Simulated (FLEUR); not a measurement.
A self-consistent single point of In3Ga (Fm-3m, 4 atoms in the cell) with FLEUR.

Method of the run: PBEsol, all-electron FLAPW (FLEUR), scalar-relativistic valence.

The change in words: lattice scaled by 0.98. Reference geometry:
```yaml
crystal:
  lattice:
    - [0.00000, 3.66564, 3.66564]
    - [3.66564, 0.00000, 3.66564]
    - [3.66564, 3.66564, 0.00000]
  atoms:
    - { symbol: In, position: [0.25000, 0.25000, 0.25000] }
    - { symbol: In, position: [0.75000, 0.75000, 0.75000] }
    - { symbol: In, position: [0.50000, 0.50000, 0.50000] }
    - { symbol: Ga, position: [0.00000, 0.00000, 0.00000] }
```

Reference input (self-consistent single point, DFT, PBEsol, all-electron FLAPW (FLEUR), scalar-relativistic valence): Kmax = 3.8 1/bohr; GmaxXC = 15.2 1/bohr; xcFunctional = PBEs; jspins = 1; l_soc = F; mode = gauss; fermiSmearingEnergy = 0.00367493 Htr; mesh (inpgen div1-3) = 10 10 10; inpgen gamma flag = true; Gmax = 15.2 1/bohr; numbands = 0; maxIterBroyd = 25. This run's input differs from it in these lines:

```diff
@@ -3,6 +3,6 @@
 &input film=f /
-0.0000000000 0.7071067812 0.7071067812
-0.7071067812 0.0000000000 0.7071067812
-0.7071067812 0.7071067812 0.0000000000
-9.7963360779
+-0.0000000000 0.7071067812 0.7071067812
+0.7071067812 -0.0000000000 0.7071067812
+0.7071067812 0.7071067812 -0.0000000000
+9.6004088219
 1.0 1.0 1.0
@@ -46,5 +46,5 @@
          <bravaisMatrix>
-            <row-1>    0.0000000000000000     6.9270556715973015     6.9270556715973015</row-1>
-            <row-2>    6.9270556715973015     0.0000000000000000     6.9270556715973015</row-2>
-            <row-3>    6.9270556715973015     6.9270556715973015     0.0000000000000000</row-3>
+            <row-1>    0.0000000000000000     6.7885141802577937     6.7885141802577937</row-1>
+            <row-2>    6.7885141802577937     0.0000000000000000     6.7885141802577937</row-2>
+            <row-3>    6.7885141802577937     6.7885141802577937     0.0000000000000000</row-3>
          </bravaisMatrix>
```

Output, abridged:

```
 Iteration:     1   Distance:       3.20366870 me/bohr^3
 Iteration:     2   Distance:       2.93036013 me/bohr^3
 Iteration:     3   Distance:       1.62417427 me/bohr^3
 Iteration:     4   Distance:       0.22419658 me/bohr^3
 Iteration:     5   Distance:       0.27761477 me/bohr^3
   [... 7 lines left out ...]
 Iteration:    13   Distance:       0.00041983 me/bohr^3
 Iteration:    14   Distance:       0.00005211 me/bohr^3
 Iteration:    15   Distance:       0.00001276 me/bohr^3
 Iteration:    16   Distance:       0.00000556 me/bohr^3
 Run finished successfully
 Stop message:
   Structural relaxation: Done

[file out, last iteration]
             iter=     17
[...]
          total density-effective poten   -3.2243721569E+04
          total charge density-energy d   -5.4624954630E+02
 Updated energy parameters for spin:           1
[...]
 fermi energy and band-weighting factors:

[...]
FERMIE:
          first approx. to ef    (T=0)  :   0.268362 htr   (energy of the highest occ. eigenvalue)
          number of occ. states  (T=0)  :       1223
          first approx. to seigv (T=0)  :  -9.163246 htr
          sum of weights of occ. states :  26.001000
          sum of semicore charge        :   0.000000 e
          fermi energy=   0.26861 har   work function=  -7.30922 ev
          number of valence electrons=  52.00000
     band-weighting factor for spin=    1
   [... lines left out ...]
          total moment                 =     0.00000
 Direct bandgap for spin            1 :    1.2013872960310701E-002  Htr
 ---->    free energy=                    -19584.5806284963 htr
   [... lines left out ...]
 TOTAL FORCE FOR ATOM TYPE=  1  X=  3.394   Y=  3.394   Z=  3.394
                       FX_TOT= 0.000000 FY_TOT= 0.000000 FZ_TOT= 0.000000
 TOTAL FORCE FOR ATOM TYPE=  2  X=  6.789   Y=  6.789   Z=  6.789
                       FX_TOT= 0.000000 FY_TOT= 0.000000 FZ_TOT= 0.000000
 TOTAL FORCE FOR ATOM TYPE=  3  X=  0.000   Y=  0.000   Z=  0.000
                       FX_TOT= 0.000000 FY_TOT= 0.000000 FZ_TOT= 0.000000
 Structural relaxation: Done
```

The run converged in 16 iterations. FLEUR gives forces in its relaxation mode, with a further iteration, so its stop message speaks of a relaxation. Against the reference run the total energy goes up by 2.2 meV/atom.

The starting cell comes from a database of computed structures (which also holds hypothetical and non-ambient phases and stackings), without a prior relaxation at this level. For this run, on top of that: lattice scaled by 0.98. Values depend on the basis (sphere radii, cutoffs, local orbitals), which need not be converged. The log's line on a gap gives a spacing of levels on this mesh, which the program prints for metals too.

Cost on one core of a shared machine: roughly 4 min.
